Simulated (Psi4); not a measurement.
Psi4 1.11, unrestricted PBE0/def2-svpd: Ti(O)2 cation ([O]=[Ti]=[O]), charge +1, multiplicity 2, 3 atoms. The geometry is a generated start, not checked to be a minimum at this level.

```yaml
task: energy
method: pbe0
basis: def2-svpd
memory: 3 GB
maxiter: 100
keys_of_the_molecule_block: symmetry c1
scf_type: df (default)
e_convergence: 1e-06 (default)
d_convergence: 1e-06 (default)
dft_radial_points: 75 (default)
dft_spherical_points: 302 (default)
basis_functions: 80
grid_points: 66246
```

```xyz
3

Ti     0.3568    -0.3079     0.3638
O      0.8649     0.3539    -1.0368
O     -1.2217    -0.0460     0.6730
```

Charge 1 and multiplicity 2 are set for this test and not shown to be the ground state.

With the defaults (guess = auto, which took SAD, damping_percentage = 0, diis = true, scf_initial_accelerator = adiis, soscf = false, soscf_start_convergence = 0.01, diis_max_vecs = 10) it converges in 13 SCF iterations. One run each on 2 threads, with these changes:
- soscf = true, soscf_start_convergence = 0.001
- guess = modhuckel
- guess = huckel
- damping_percentage = 60, diis = false, scf_initial_accelerator = none
- diis_max_vecs = 6
- scf_initial_accelerator = ediis
- guess = core
- damping_percentage = 60
- soscf = true, soscf_start_convergence = 0.1

Q: Which runs fail or end elsewhere than the default run?

A: No convergence: damping_percentage = 60; damping_percentage = 60, diis = false, scf_initial_accelerator = none (the run ends without SCF convergence in 100 iterations). Another solution: guess = huckel (1100 meV higher, <S²> 0.80 against 0.82); guess = modhuckel (1100 meV higher, <S²> 0.80 against 0.82). The rest reach the solution of the defaults.

| setting | SCF iterations | JK calls | end |
|---|---|---|---|
| soscf = true, soscf_start_convergence = 0.1 | 10 | 41 | same solution |
| soscf = true, soscf_start_convergence = 0.001 | 10 | 31 | same solution |
| scf_initial_accelerator = ediis | 12 | 13 | same solution |
| the defaults | 13 | 14 | same solution |
| diis_max_vecs = 6 | 15 | 16 | same solution |
| guess = core | 17 | 17 | same solution |
| guess = modhuckel | 20 | 34 | other solution, 1100 meV higher, <S²> 0.80 against 0.82 |
| guess = huckel | 33 | 47 | other solution, 1100 meV higher, <S²> 0.80 against 0.82 |
| damping_percentage = 60 | 100 | 101 | no convergence |
| damping_percentage = 60, diis = false, scf_initial_accelerator = none | 100 | 101 | no convergence |

An SOSCF iteration holds several JK calls; a Hückel guess adds calls on atoms.
